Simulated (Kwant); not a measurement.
System: wire with a side stub in a Ge (holes) two-dimensional gas. Effective mass 0.06 mₑ, grid spacing 3.3 nm, hard walls, nominal width 80 nm (25 grid rows, so walls 85.8 nm apart), one parabolic valley, scattering region 240 nm long along x; energies count from the band bottom; Fermi energy swept from 0.0007834 to 0.0093028 eV. Closed stub on one side, 51 nm wide and 110 nm deep.

Constants are typed, rounded textbook-type inputs, not results; the design itself was drawn at random and stands for no fabricated device.

Model: effective-mass tight-binding model on a square grid, one spin, coherent transport at 0 K (Kwant). Conductance is in e²/h.

How many channels do the leads carry at E = 4.00 meV?

The hard-wall thresholds are n² ħ²π²/(2mW²) = n² × 0.851 meV with W = 85.8 nm. √(4.00/0.851) = 2.17, so 2.
